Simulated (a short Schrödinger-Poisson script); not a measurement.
System: MOS inversion layer, SiO2 on p-type Si(100), at 300 K.

From the gate side: 1.7 nm SiO2; 280 nm Si, acceptors 2.4e18 cm⁻³.

Constants are typed, rounded textbook-type inputs, not results; the design itself was drawn at random and stands for no fabricated device. SiO2: permittivity 3.9, conduction-band edge (eV) 3.15, gap (eV) 9, electron mass (mₑ) 0.5. Si: permittivity 11.7, conduction-band edge (eV) 0, gap (eV) 1.124, Nv at 300 K (cm⁻³) 3.1e19.

Channel valleys (confinement mass, in-plane density-of-states mass, number): Δ2 0.916, 0.19, 2; Δ4 0.19, 0.417, 4. At the gate the conduction-band edge of layer 1 lies 3.67 eV − eVg above the Fermi level of the channel; the field vanishes at the back. Gaps are held at their typed values at every temperature. Mesh 0.03 nm at interfaces.

From a short Schrödinger-Poisson script (our own, NumPy): 1D Poisson equation in equilibrium, electrons quantum, Hartree (BenDaniel-Duke, 12 states a valley, the channel's in-plane mass for all, wave functions free to enter the dielectric), parabolic valleys, classical holes, full ionisation, no traps, pinning or gate leakage.

```
Vg (V)  electrons (cm⁻²)  C (μF/cm²)  Δ2 E0 (meV from the Fermi level)  Δ4 E0 (meV from the Fermi level)
------  ----------------  ----------  --------------------------------  --------------------------------
0.9               2.12e9       0.377                             201.1                             278.6
0.95              9.28e9       0.397                             162.7                             241.2
1                3.85e10       0.491                             125.6                             205.2
1.05             1.34e11       0.725                              93.1                             173.6
1.1              3.40e11        1.02                              68.4                             149.9
1.15             6.48e11        1.23                              50.8                             133.3
1.2              1.02e12        1.36                              38.0                             121.5
1.25             1.44e12        1.44                              28.0                             112.5
1.3              1.88e12        1.50                              19.9                             105.3
1.35             2.35e12        1.54                              13.0                              99.4
1.4              2.82e12        1.57                               6.9                              94.3
1.45             3.30e12        1.59                               1.5                              89.8
1.5              3.80e12        1.61                              -3.4                              85.8
1.55             4.30e12        1.62                              -8.0                              82.2
1.6              4.80e12        1.64                             -12.2                              78.9
1.65             5.31e12        1.65                             -16.2                              75.8
```

Gate voltages with under 1e9 electrons/cm² are left out.

Q: At Vg = 1.65 V the lowest Δ2 subband lies at -16.2 meV from the Fermi level. How many electrons does it hold, and what share of all?

A: The two-dimensional density of states is g m/(πħ²) = 1.59e11 cm⁻² meV⁻¹ (both spins), kT = 25.9 meV, so n = D kT ln(1 + exp(−E/kT)) = 4.33e12 cm⁻², 0.82 of the 5.31e12 cm⁻² in all.

Q: Compare the slope of the sheet density between 1.55 and 1.65 V with the geometric capacitance of the layers between gate and channel.

A: q Δn/ΔV = 1.62 μF/cm²; ε0/Σ(t/ε) = 2.03 μF/cm². The ratio is 0.80: the channel acts as a further capacitance in series.
